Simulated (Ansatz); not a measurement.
**LaN in the CsCl type structure (space group Pm-3m, No. 221; a hypothetical phase, not in the database extracts checked)**

```
CELL_PARAMETERS angstrom
      3.16611     0.00000     0.00000
      0.00000     3.16611     0.00000
      0.00000     0.00000     3.16611
ATOMIC_POSITIONS crystal
  La 0.00000 0.00000 0.00000
  N  0.50000 0.50000 0.50000
```

Computed with plane-wave PAW DFT at the r2SCAN level (Ansatz, a quantum-chemistry and plane-wave program, 500 eV), spin-orbit coupling left out. k-mesh 15×15×15 (Γ-centred); smearing 0.05 eV (Fermi–Dirac).

```json
{
 "volume_per_atom": "15.87 Å³",
 "density": "8.00 g/cm³",
 "band_gap": "zero",
 "total_energy": "-3325.676 eV/atom (σ→0; compares only within this code and set-up)"
}
```

No phonon test of stability was made. All final runs are without spin polarisation. The zero or small gap of LaN can change with the level of theory.
